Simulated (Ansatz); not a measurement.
Consider Os in the hcp (Mg type) structure (space group P6_3/mmc, No. 194; relaxed with 0.1 eV smearing).

```
Os
1.0
    2.73795     0.00000     0.00000
   -1.36898     2.37114     0.00000
    0.00000     0.00000     4.31842
Os
2
Direct
  0.33333   0.66667   0.75000
  0.66667   0.33333   0.25000
```

Cartesian axes are those of the cell as printed.

Level of theory: r2SCAN/PAW in Ansatz (a quantum-chemistry and plane-wave program), scalar-relativistic without spin-orbit coupling.

It is then changed as follows: the cell is compressed by 1.02 % along y with no lateral relaxation; the atoms relax in the strained cell.

**Question.** Predict the stress tensor and what it implies for the stiffness.

**Answer.** Stress of the strained cell less that of the base (GPa, compression positive):
```
    2.5     0.0     0.0
    0.0     8.3     0.0
    0.0     0.0     2.4
```

Then −Δσ_ii/ε with ε = -0.0102 gives relaxed-ion elastic constants: C22 ≈ 817 GPa, C12 ≈ 246 GPa and C23 ≈ 240 GPa.

Whether these cells are dynamically stable was not tested. The final runs are not spin-polarised.
